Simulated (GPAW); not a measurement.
# Sensitivity of a calculation on Nb₂Ru (Fmmm, 3 atoms in the cell) to its settings

```cif
data_Nb8Ru4
_chemical_formula_sum 'Nb8 Ru4'
_space_group_name_H-M_alt 'Fmmm'
_space_group_IT_number 69
_space_group_name_Hall '-F 2 2'
_cell_length_a 3.28753
_cell_length_b 4.65931
_cell_length_c 13.24438
_cell_angle_alpha 90.000
_cell_angle_beta 90.000
_cell_angle_gamma 90.000
loop_
_atom_site_label
_atom_site_type_symbol
_atom_site_symmetry_multiplicity
_atom_site_Wyckoff_symbol
_atom_site_fract_x
_atom_site_fract_y
_atom_site_fract_z
_atom_site_occupancy
Nb1 Nb 8 i 0.00000 0.00000 0.33960 1
Ru1 Ru 4 a 0.00000 0.00000 0.00000 1
```
(The calculation used a cell of 3 atoms; values per cell refer to that cell.)

Base run A: PBEsol, GPAW PAW datasets PBEsol (made by gpaw-setup) in GPAW, self-consistent single point.

Its settings: mode = pw; ecut = 550 eV; xc = PBEsol; kpts = 7 7 7; mesh shift (steps) = 0 0 0; occupations.name = fermi-dirac; occupations.width = 0.1 eV; nbands = -7; convergence.forces = 0.001 eV/Å; symmetry.symmorphic = false; symmetry.tolerance = 0.0005; maxiter = 100.

The starting cell comes from a database of computed structures (which also holds hypothetical and non-ambient phases and stackings), without a prior relaxation at this level. Spin polarisation is off. In the base run, with a pressure of about -10 GPa the cell is away from its equilibrium volume at this level.

ΔF is the free energy per atom less that of run A. A dash stands where there is no value to compare (another energy zero or no entropy term, no result, no spin, no clean gap, or a mesh too coarse for one). Absolute energies have different zeros for different potentials, functionals, Hubbard and dispersion terms and are not compared across them.

Runs:
- B: dispersion: default → d4 [PBEsol-D4]
- C: occupations.width: 0.1 eV → 0.3 eV
- D: lattice scaled by 1.015
- E: nbands: -7 → -4
- F: convergence.forces: 0.001 eV/Å → 0.01 eV/Å
- G: convergence.forces: 0.001 eV/Å → default; convergence.density: default → 0.001 e/electron; convergence.energy: default → 0.005 eV/electron; convergence.eigenstates: default → 4e-06
- H: mixer.beta: default → 0.05; mixer.nmaxold: default → 2

```json
[
 {"run": "A", "ΔF (meV/atom)": "0.00", "pressure (GPa)": "-10.28", "largest force (eV/Å)": "0.017"},
 {"run": "B", "ΔF (meV/atom)": "–", "pressure (GPa)": "-12.24", "largest force (eV/Å)": "0.015"},
 {"run": "C", "ΔF (meV/atom)": "-138.9", "pressure (GPa)": "-8.70", "largest force (eV/Å)": "0.092"},
 {"run": "D", "ΔF (meV/atom)": "66.9", "pressure (GPa)": "-17.64", "largest force (eV/Å)": "0.124"},
 {"run": "E", "ΔF (meV/atom)": "0.00", "pressure (GPa)": "-10.28", "largest force (eV/Å)": "0.016"},
 {"run": "F", "ΔF (meV/atom)": "0.00", "pressure (GPa)": "-10.32", "largest force (eV/Å)": "0.016"},
 {"run": "G", "ΔF (meV/atom)": "-0.06", "pressure (GPa)": "-10.61", "largest force (eV/Å)": "0.165"},
 {"run": "H", "ΔF (meV/atom)": "0.00", "pressure (GPa)": "-10.30", "largest force (eV/Å)": "0.021"}
]
```

Run C against A: The free energy goes down by 139 meV/atom, the pressure goes from -10.28 to -8.70 GPa and the largest force goes from 0.017 to 0.092 eV/Å.

Run B against A: The pressure goes from -10.28 to -12.24 GPa and the largest force hardly changes (0.017 to 0.015 eV/Å).

Run D against A: The free energy goes up by 66.9 meV/atom, the pressure goes from -10.28 to -17.64 GPa and the largest force goes from 0.017 to 0.124 eV/Å.
